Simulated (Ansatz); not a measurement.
**Pt: response to strain**

Consider Pt in the fcc (Cu type) structure (space group Fm-3m, No. 225).

```
Pt
1.0
    0.00000     1.97013     1.97013
    1.97013     0.00000     1.97013
    1.97013     1.97013     0.00000
Pt
1
Direct
  0.00000   0.00000   0.00000
```

Cartesian axes are those of the cell as printed.

Strains are applied to the cell and any free atomic positions relax; under biaxial strain the out-of-plane vector relaxes too.

Calculations: r2SCAN (Ansatz, a first-principles code), spin-orbit coupling left out.

Candidates:
(a) biaxial strain −2.33 %, plane normal [001], relaxed out of plane
(b) biaxial strain −4.03 %, plane normal [001], relaxed out of plane
(c) biaxial strain +1.15 %, plane normal [111], relaxed out of plane
(d) uniaxial strain ε_yy = +0.45 %
(e) biaxial strain −0.94 %, plane normal [110], relaxed out of plane

Notes on the quantities. energy relative to the base: free energy F.

### Question
Order them by energy relative to the base, lowest first.

### Answer
(d) uniaxial strain ε_yy = +0.45 % (+0.3 meV/atom), (e) biaxial strain −0.94 %, plane normal [110], relaxed out of plane (+2.0 meV/atom), (c) biaxial strain +1.15 %, plane normal [111], relaxed out of plane (+3.4 meV/atom), (a) biaxial strain −2.33 %, plane normal [001], relaxed out of plane (+14 meV/atom), (b) biaxial strain −4.03 %, plane normal [001], relaxed out of plane (+45 meV/atom)

Without a gap, meshes like the base's 20×20×20 leave anisotropic stresses uncertain by several tenths of a GPa, and small strain energies with them. No phonon test of stability was made. The final runs are not spin-polarised.
